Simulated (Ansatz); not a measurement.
## Convergence study of the k-point mesh for LaS (Fm-3m, 2 atoms in the cell)

```
LaS
1.0
    0.00000     2.95043     2.95043
    2.95043     0.00000     2.95043
    2.95043     2.95043     0.00000
La S
1 1
Direct
  0.00000   0.00000   0.00000
  0.50000   0.50000   0.50000
```

Method: PBEsol, default PAW files made with PBE (plane waves; Ansatz, a program for electronic structure).

Base settings: basis.ecutwfc = 30.9 Ry; kpoints.mp_grid.grid = 10 10 10; hamiltonian.xc = pbesol; hamiltonian.pseudopotentials = {kind: paw} (the program's default PAW files); scf.occupations.method = gaussian; scf.occupations.width = 0.0073 Ry.

The second cell is the first with its lattice scaled by 0.98.

Only quantities that move along the ladder and can be compared are tabulated.

The count of work is k-points × plane waves × bands × iterations; it is no time. 

The starting cell comes from a database of computed structures (which also holds hypothetical and non-ambient phases and stackings), without a prior relaxation at this level. Its lattice was rescaled by up to half a per cent. In the base run, with a pressure of about -4 GPa the cell is away from its equilibrium volume at this level. Ansatz's pressure includes its estimate of the finite-basis (Pulay) stress.

Steps (kpoints.mp_grid.grid): 2 2 2; 3 3 3; 4 4 4; 5 5 5; 6 6 6; 7 7 7; 8 8 8; 9 9 9; 10 10 10; 11 11 11; 13 13 13; 14 14 14; 15 15 15; 17 17 17; 19 19 19; 21 21 21; 23 23 23; 26 26 26; 28 28 28; 32 32 32.

Task: What is the coarsest kpoints.mp_grid.grid that holds the free energy within 2 meV/atom of the last step, with all finer ones?

Result: 10 10 10, at 0.052 of the last step's count of work; the step before is off by 3.7 meV/atom.

Task: What is the coarsest kpoints.mp_grid.grid that holds the energy of the compressed cell less the first within 2 meV/atom of the last step, with all finer ones?

Result: 4 4 4, at 0.0089 of the last step's count of work; the step before is off by 7.4 meV/atom.

Task: What is the coarsest kpoints.mp_grid.grid that holds the pressure within 0.1 GPa of the last step, with all finer ones?

Result: 4 4 4, at 0.0089 of the last step's count of work; the step before is off by 0.75 GPa.

| kpoints.mp_grid.grid | free energy less the last step's (meV/atom) | energy of the compressed cell less the first (meV/atom) | pressure (GPa) | count of work / last |
|---|---|---|---|---|
| 2 2 2 | -126.30 | -20.77 | -4.62 | 0.0033 |
| 3 3 3 | 65.46 | -7.27 | -3.17 | 0.0045 |
| 4 4 4 | 0.55 | -14.15 | -3.87 | 0.0089 |
| 5 5 5 | -6.87 | -14.77 | -3.93 | 0.011 |
| 6 6 6 | -12.33 | -15.58 | -4.01 | 0.018 |
| 7 7 7 | 5.26 | -14.03 | -3.85 | 0.022 |
| 8 8 8 | 0.76 | -14.33 | -3.88 | 0.032 |
| 9 9 9 | -3.74 | -15.06 | -3.95 | 0.039 |
| 10 10 10 | 0.91 | -14.69 | -3.91 | 0.052 |
| 11 11 11 | 0.22 | -14.64 | -3.91 | 0.062 |
| 13 13 13 | -0.39 | -14.81 | -3.93 | 0.094 |
| 14 14 14 | 0.52 | -14.66 | -3.91 | 0.12 |
| 15 15 15 | -0.18 | -14.69 | -3.92 | 0.13 |
| 17 17 17 | 0.45 | -14.64 | -3.91 | 0.18 |
| 19 19 19 | -0.17 | -14.75 | -3.92 | 0.25 |
| 21 21 21 | 0.10 | -14.68 | -3.91 | 0.32 |
| 23 23 23 | 0.04 | -14.71 | -3.92 | 0.41 |
| 26 26 26 | 0.01 | -14.71 | -3.92 | 0.57 |
| 28 28 28 | 0.01 | -14.69 | -3.92 | 0.70 |
| 32 32 32 | 0.00 | -14.70 | -3.92 | 1.0 |

The energy difference between the two cells stays within 1 meV/atom of the last step's from 4 4 4 on, the total only from 10 10 10 on: much of the error is common to both cells and cancels.

Keys are those of Ansatz 0.2.
